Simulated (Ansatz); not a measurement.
## SiS2 in the 2H-MoS2 type structure (space group P6_3/mmc, No. 194; a hypothetical phase, not in the database extracts checked; layered, stacked along the Cartesian z axis)

```
SiS2
1.0
    3.22449     0.00000     0.00000
   -1.61225     2.79249     0.00000
    0.00000     0.00000    12.15321
Si S
2 4
Direct
  0.33333   0.66667   0.25000
  0.66667   0.33333   0.75000
  0.33333   0.66667   0.63081
  0.66667   0.33333   0.13081
  0.66667   0.33333   0.36919
  0.33333   0.66667   0.86919
```

The values are results of Kohn–Sham DFT with the r2SCAN+rVV10 functional, run in Ansatz (an electronic-structure program) with PAW and 500 eV plane waves, spin-orbit coupling left out, earlier PAW set, not measurements. Settings: 17×17×4 k-points, 0.05 eV Fermi–Dirac smearing.

| Item | Value |
|---|---|
| Volume per atom | 18.24 Å³ |
| Density | 2.80 g/cm³ |
| Band gap | zero |
| Total energy | -816.514 eV/atom (σ→0; compares only within this code and set-up) |

Whether these cells are dynamically stable was not tested. All final runs are without spin polarisation. Gaps under 0.05 eV, about the width of the smearing, are given as zero. The zero or small gap of SiS2 can change with the level of theory.
